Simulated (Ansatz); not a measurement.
A computed series for CdTe: pressure series

Base system: CdTe in the zinc blende structure (space group F-43m, No. 216).

```
CdTe
1.0
    0.00000     3.24436     3.24436
    3.24436     0.00000     3.24436
    3.24436     3.24436     0.00000
Cd Te
1 1
Cartesian
  0.00000   0.00000   0.00000
  1.62218   1.62218   1.62218
```

Cell and atoms are relaxed at each pressure.

Level of theory: PBEsol (Ansatz, a program for electronic structure), without spin-orbit coupling.

Candidates:
(a) pressure −1 GPa
(b) pressure 22.5 GPa
(c) pressure −2 GPa

Base values:

| Item | Result |
|---|---|
| Band gap | 0.65 eV |

Order them by band gap, lowest first.

(c) pressure −2 GPa (0.49 eV), (a) pressure −1 GPa (0.57 eV), (b) pressure 22.5 GPa (1.48 eV)

Spin-orbit coupling, missing from the scalar runs, can matter with Te. Load acts through the strain it causes; cell and atoms are relaxed under it. Stability against distortions was not tested. Measured, CdTe leaves this structure (for cinnabar) near 3.53 GPa (temperature not stated; as listed in Datta, Sujoy, Jana, Debnarayan, arXiv (2020)), on rising pressure, with hysteresis.
